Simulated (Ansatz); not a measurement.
Consider Ga2O3 in the corundum structure (space group R-3c, No. 167; a = 4.985 Å, c = 13.441 Å (hexagonal axes)).

The values are results of r2SCAN (Ansatz, an electronic-structure program), no spin-orbit coupling, earlier PAW set, not measurements.

One change was made to it. Results:

```json
[
 {"quantity": "smallest direct gap", "base": "3.82 eV", "after": "3.72 eV"},
 {"quantity": "density", "base": "6.46 g/cm³", "after": "6.40 g/cm³"},
 {"quantity": "shortest interatomic distance", "base": "1.925 Å", "after": "1.931 Å"}
]
```

Task: Name the change that was made.
(A) pressure 100 GPa
(B) pressure −2 GPa
(C) pressure −1 GPa
(D) pressure 50 GPa
(E) pressure 3 GPa

Result: B, pressure −2 GPa. For comparison, the smallest direct gap in the other runs: pressure −1 GPa gives 3.77 eV; pressure 100 GPa gives 6.60 eV; pressure 50 GPa gives 5.62 eV; pressure 3 GPa gives 3.97 eV.

Load acts through the strain it causes; cell and atoms are relaxed under it. Whether these cells are dynamically stable was not tested. No other phases were tried under pressure.
